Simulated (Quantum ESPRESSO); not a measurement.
# Pressure against volume in hcp Ti (space group 194) (Quantum ESPRESSO, LDA)

```yaml
crystal:
  lattice:
    - [2.78441, 0.00000, 0.00000]
    - [-1.39220, 2.41137, 0.00000]
    - [0.00000, 0.00000, 4.41730]
  atoms:
    - { symbol: Ti, position: [0.66667, 0.33333, 0.75000] }
    - { symbol: Ti, position: [0.33333, 0.66667, 0.25000] }
```

Method of the run: LDA (PZ), GBRV 1.5 ultrasoft (LDA) pseudopotentials (plane waves; Quantum ESPRESSO). Settings: ecutwfc = 65 Ry; ecutrho = 520 Ry; occupations = smearing; smearing = fermi-dirac; degauss = 0.0036749 Ry; potentials = {Ti: ti_lda_v1.4.uspp.F.UPF}; K_POINTS = automatic 26 26 14 0 0 0; conv_thr = 1e-10 Ry; mixing_beta = 0.7. The cell above is the first row's. The rows scale it uniformly. In all rows fractional positions and the k mesh are held.

```csv
V (Å^3/atom),P (GPa)
14.8294,?
15.1518,8.66
15.4741,5.49
15.7965,2.58
16.1189,-0.08
16.4413,-2.50
16.7637,-4.72
17.0860,-6.74
17.4084,-8.59
```

Question: Using a cubic, estimate the missing P at V = 14.8294 from the other rows, showing the fit.

Answer: With u = V - 16.3, the rows have u = -1.1482, -0.8259, -0.5035, -0.1811, 0.1413, 0.4637, 0.7860, 1.1084. Least squares gives P = -1.467 - 7.4827·u + 1.0574·u² - 0.0940·u³. Residuals (row less fit): -0.001, 0.003, -0.001, -0.003, 0.003, -0.001, 0.001, 0.000; standard error 0.003 (degrees of freedom: 4). The fitted pressure is zero at V0 = 16.11, where dP/dV = -7.897, so B0 = -V0·dP/dV = 127 GPa. At the withheld row, u = -1.4706, so P = -1.467 - 7.4827 × (-1.4706) + 1.0574 × (-1.4706)² - 0.0940 × (-1.4706)³ = 12.123 GPa. The calculation gives 12.13 GPa, 0.007 GPa above the prediction (under 0.05 % of the range of P in the table). The row lies outside the fitted rows, so this is an extrapolation. From the scatter of the fitted rows alone, a prediction at this place has a standard error of 0.008 GPa, so the miss is 0.9 times that.

Carrying the step between the two nearest rows on in a straight line would have given 11.83, off by 0.30; series whose last step already gives the withheld value aren't shown. The reference cell has the volume at which an earlier scan in this program and functional put its minimum by a fit; axis ratios and inner coordinates come from a measured-size cell. The runs keep the symmetry of the cell, so they don't test it for distortions. Spin polarisation is off. The shape of the cell and the inner coordinates aren't relaxed, so V0 and B0 belong to this uniform scaling; a relaxed crystal lies no higher in energy and is usually softer. Cutoffs and mesh are single choices, not tested for convergence of this quantity. Series with a scatter that would blur these digits, or in which a gap closes, are not shown.
